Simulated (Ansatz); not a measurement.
Effect of pressure 50 GPa on Cu3Au

The reference is Cu3Au in the Cu3Au type structure (space group Pm-3m, No. 221; a = 3.713 Å).

One thing is altered: a hydrostatic pressure of 50 GPa.

Level of theory: PBEsol (Ansatz, a quantum-chemistry and plane-wave program; PAW; 420 eV plane waves; scalar-relativistic without spin-orbit coupling). Γ-centred 13×13×13 mesh, Fermi–Dirac width 0.05 eV.

Volume per atom: 10.66 Å³ (base 12.80 Å³)
Density: 15.09 g/cm³ (base 12.57 g/cm³)
Lattice parameter a: 3.494 Å (base 3.713 Å)
Shortest interatomic distance: 2.470 Å (base 2.626 Å)
Band gap: zero (base zero)

Final structure:

```
CELL_PARAMETERS angstrom
      3.49370     0.00000     0.00000
      0.00000     3.49370     0.00000
      0.00000     0.00000     3.49370
ATOMIC_POSITIONS crystal
  Cu 0.00000 0.50000 0.50000
  Cu 0.50000 0.50000 0.00000
  Cu 0.50000 0.00000 0.50000
  Au 0.00000 0.00000 0.00000
```

Cost of the whole job for the changed cell (relaxation, final SCF and bands): roughly 70 core-seconds.

Load acts through the strain it causes; cell and atoms are relaxed under it. Whether these cells are dynamically stable was not tested. No other phases were tried under pressure. The final runs are not spin-polarised.
